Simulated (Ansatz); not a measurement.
Take Mg₂Sn (space group Fm-3m, No. 225; relaxed with 0.1 eV smearing) as the base.

```
CELL_PARAMETERS angstrom
      0.00000     3.37355     3.37355
      3.37355     0.00000     3.37355
      3.37355     3.37355     0.00000
ATOMIC_POSITIONS crystal
  Sn 0.00000 0.00000 0.00000
  Mg 0.25000 0.25000 0.25000
  Mg 0.75000 0.75000 0.75000
```

Cartesian axes are those of the cell as printed.

Computed with PBEsol (Ansatz, a first-principles code; PAW; 420 eV plane waves; without spin-orbit coupling).

Strains are applied to the cell and any free atomic positions relax; under biaxial strain the out-of-plane vector relaxes too; under stress the whole cell relaxes.

One change was made to it. Results:

The energy goes up by 12 meV/atom; the shortest interatomic distance goes up by 0.027 Å, from 2.922 Å to 2.949 Å.

Q: Which of these changes matches the shifts?
A) uniaxial strain ε_zz = −0.19 %
B) uniaxial stress, 3 GPa tension along z
C) biaxial strain −3.56 %, plane normal [001], relaxed out of plane
D) biaxial strain +2.64 %, plane normal [111], relaxed out of plane
E) biaxial strain −1.11 %, plane normal [001], relaxed out of plane

A: B, uniaxial stress, 3 GPa tension along z. For comparison, the energy relative to the base in the other runs: biaxial strain −3.56 %, plane normal [001], relaxed out of plane gives +18 meV/atom; biaxial strain −1.11 %, plane normal [001], relaxed out of plane gives +1.7 meV/atom; uniaxial strain ε_zz = −0.19 % gives 0.0 meV/atom; biaxial strain +2.64 %, plane normal [111], relaxed out of plane gives +9.9 meV/atom.

Beyond what the load breaks, stability against distortions was not tested.
